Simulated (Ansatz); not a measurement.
Consider CsPbBr$_{3}$ in the cubic perovskite structure (space group Pm-3m, No. 221; a = 5.7702 Å). Axes: x, y, z lie along the cube axes.

Structures relaxed with DFT with LDA, PAW potentials and a 420 eV plane-wave cutoff in Ansatz (a first-principles code), no SOC.

Base:

Simulated powder pattern, Cu Kα, λ = 1.54184 Å (kinematic, ideal powder, no thermal factors, no anomalous dispersion; the 8 strongest lines at most, above 2 %, up to 2θ = 90°):

```csv
2θ (°),I/Imax (%),hkl
15.36,38,(100)
21.78,88,(110)
31.00,100,(200)
38.21,43,(211)
44.41,74,(220)
55.14,26,(222)
73.38,34,(420)
81.77,26,(422)
```

After one change:

Simulated powder pattern, Cu Kα, λ = 1.54184 Å (kinematic, ideal powder, no thermal factors, no anomalous dispersion; the 8 strongest lines at most, above 2 %, up to 2θ = 90°):

```csv
2θ (°),I/Imax (%)
21.27,44
21.58,85
30.25,100
31.16,46
37.47,43
43.31,37
43.99,71
54.32,38
```

Problem. Which of these changes matches the shifts?
A. biaxial strain +2.40 %, plane normal [001], relaxed out of plane
B. biaxial strain +0.60 %, plane normal [001], relaxed out of plane
C. biaxial strain +1.80 %, plane normal [001], relaxed out of plane
D. biaxial strain +1.20 %, plane normal [001], relaxed out of plane

Solution. A, biaxial strain +2.40 %, plane normal [001], relaxed out of plane. Its volume per atom is 40.08 Å³ against 38.42 Å³, and its space group is P4/mmm (No. 123).

No phonon test of stability was made. Many cubic perovskites are stable only at high temperature; tilts and polar distortions were not tested. This is not the structure that CsPbBr3 has at room temperature and ambient pressure.
